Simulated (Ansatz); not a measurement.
CsSnI3 in the cubic perovskite structure (space group Pm-3m, No. 221)

```
CELL_PARAMETERS angstrom
      6.13052     0.00000     0.00000
      0.00000     6.13052     0.00000
      0.00000     0.00000     6.13052
ATOMIC_POSITIONS crystal
  Cs 0.00000 0.00000 0.00000
  Sn 0.50000 0.50000 0.50000
  I  0.50000 0.00000 0.50000
  I  0.00000 0.50000 0.50000
  I  0.50000 0.50000 0.00000
```

The values are results of PBEsol in Ansatz (plane waves to 420 eV, PAW, spin-orbit coupling left out), not measurements. Settings: 8×8×8 k-points, 0.05 eV Fermi–Dirac smearing.

```yaml
volume_per_atom: 46.08 Å³
density: 4.56 g/cm³
band_gap: 0.10 eV, direct at R
Lowest conduction-band minima above the VBM: R along ⟨111⟩ 0.10 eV
total_energy: -6767.416 eV/atom (σ→0; compares only within this code and set-up)
```

Spin-orbit coupling, missing from the scalar runs, can matter with I. Whether these cells are dynamically stable was not tested. Many cubic perovskites are stable only at high temperature; tilts and polar distortions were not tested. The zero or small gap of CsSnI3 can change with the level of theory.

Ansatz is a first-principles code.
